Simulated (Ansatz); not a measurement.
BeSe (F-43m), Ansatz (a quantum-chemistry and plane-wave program) with PBEsol with spin-orbit coupling, rigid bands: Condition of this run: hydrostatic pressure 2 GPa (the target of the relaxation). band gap 2.27 eV, N_c = 1.84e19 cm⁻³ and N_v = 2.16e19 cm⁻³ at 300 K, conductivity masses of 0.345 mₑ (electrons) and 0.550 mₑ (holes). Take k_BT = 0.02585 eV.

Question: Find the intrinsic carrier density and the intrinsic Fermi level.

Answer: n_i = √(N_c N_v) exp(−E_g/2k_BT) = 1.99e19 × exp(−43.90) = 1.7e0 cm⁻³. The level lies (k_BT/2) ln(N_v/N_c) = 2 meV from mid-gap (positive towards the conduction band). Each 0.1 eV added to the gap lowers n_i by a factor of 6.9.

Question: What thermal injection velocity √(2k_BT/πm) limits a ballistic channel?

Answer: 9.16e6 cm/s for electrons and 7.25e6 cm/s for holes, a ratio of √(m_h/m_e) = 1.26, for dilute carriers.

Question: What built-in voltage has an abrupt junction with N_A = 1e16 and N_D = 1e17 cm⁻³, all dopants ionised?

Answer: V_bi = E_g/e − (k_BT/e) ln(N_c N_v/(N_A N_D)) = 2.27 − 0.02585 × 12.89 = 1.94 V. It follows the computed gap one for one.

Rigid, parabolic bands with the computed gap; masses take one relaxation time for all states.
